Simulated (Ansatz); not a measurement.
GaN (model structure), treated with HSE06 (Ansatz, a program for electronic structure, plane waves, PAW).

Numerical settings: plane-wave cutoff 520 eV, 12×12×10 k mesh (along the axes of the cell as run), Fermi–Dirac smearing 0.03 eV, scalar-relativistic PAW data made under PBE.

Starting structure:

```yaml
crystal:
  lattice:
    - [2.79423, 0.00000, 0.00000]
    - [-1.39712, 2.41988, 0.00000]
    - [0.00000, 0.00000, 2.72703]
  atoms:
    - { symbol: Ga, position: [0.00000, 0.00000, 0.00000] }
    - { symbol: N, position: [0.66667, 0.33333, 0.50000] }
```

Q: Into what structure does the relaxation of cell and atoms lead at this level, with the symmetry of the start kept?

A: The volume rises by 6.5 %; final space group P-6m2.
```yaml
crystal:
  lattice:
    - [2.92652, 0.00000, 0.00000]
    - [-1.46326, 2.53444, 0.00000]
    - [0.00000, 0.00000, 2.64736]
  atoms:
    - { symbol: Ga, position: [0.00000, 0.00000, 0.00000] }
    - { symbol: N, position: [0.66667, 0.33333, 0.50000] }
```

Note: the relaxation could raise the start's symmetry but not lower it, so the cell can be a saddle point.

A model structure was made by putting elements into a prototype or built by hand; it is no filed structure, need not be a known phase, and can be a saddle point held by its symmetry.
